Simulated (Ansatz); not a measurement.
# Re: isotropic strain +2.00 %

The reference is Re in the hcp (Mg type) structure (space group P6_3/mmc, No. 194; a = 2.7519 Å, c = 4.4401 Å; relaxed with 0.1 eV smearing).

The change: every lattice vector is stretched by 2.00 %, atoms relaxed at fixed cell.

Calculations: PBEsol, PAW, 420 eV (Ansatz, a quantum-chemistry and plane-wave program; no SOC). Γ-centred 24×24×13 mesh, Fermi–Dirac width 0.1 eV.

The volume per atom goes up by 0.89 Å³ (14.56 Å³ → 15.45 Å³) and the space group stays P6_3/mmc (No. 194). The shortest interatomic distance goes up by 0.055 Å (2.730 Å → 2.785 Å) and the energy rises by 60 meV/atom. The pressure (mean of the normal stresses, compression positive) goes from zero to -20.3 GPa and the band gap stays zero.

Whether these cells are dynamically stable was not tested. All final runs are without spin polarisation.
